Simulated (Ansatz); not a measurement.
**How far PBE and r2SCAN part for Sn, biaxial strain −0.69 %, plane normal [001], relaxed out of plane**

Start from Sn (space group I4_1/amd, No. 141; a = 5.949 Å, c = 3.214 Å; relaxed with 0.1 eV smearing). Axes: x, y, z lie along a, b, c of the conventional cell.

(Cell as relaxed with PBE.)

Levels (all Ansatz, a program for electronic structure, PAW): PBE (420 eV, scalar-relativistic without spin-orbit coupling); r2SCAN (500 eV, no spin-orbit coupling).

Each level relaxes its own structure.

| base | PBE | r2SCAN |
|---|---|---|
| volume per atom | 28.44 Å³ | 27.60 Å³ |
| lattice parameter a | 11.243 bohr | 11.124 bohr |
| band gap | zero | zero |

One thing is altered: biaxial strain −0.69 %, plane normal [001], relaxed out of plane (Cartesian); in-plane vectors clamped, the third vector and the atoms free.

```tsv
quantity	PBE	r2SCAN
mean in-plane stress (compression positive)	+0.7 GPa	?
energy relative to the base (free energy F)	+0.8 meV/atom	?
volume per atom	28.16 Å³	?
```

Task: Given the PBE results, estimate those of r2SCAN.

Result: 
- mean in-plane stress (compression positive), r2SCAN: +0.8 GPa
- energy relative to the base (free energy F), r2SCAN: +0.9 meV/atom
- volume per atom, r2SCAN: 27.31 Å³

PBE's in-plane stress lies 0.15 GPa below r2SCAN's; PBE's volume per atom lies 0.85 Å³ above r2SCAN's (3.1 %). Neither level is exact; r2SCAN is the comparison here, not a measurement.

A biaxial case was relaxed in a doubled cell and then solved in the primitive one. Whether these cells are dynamically stable was not tested.
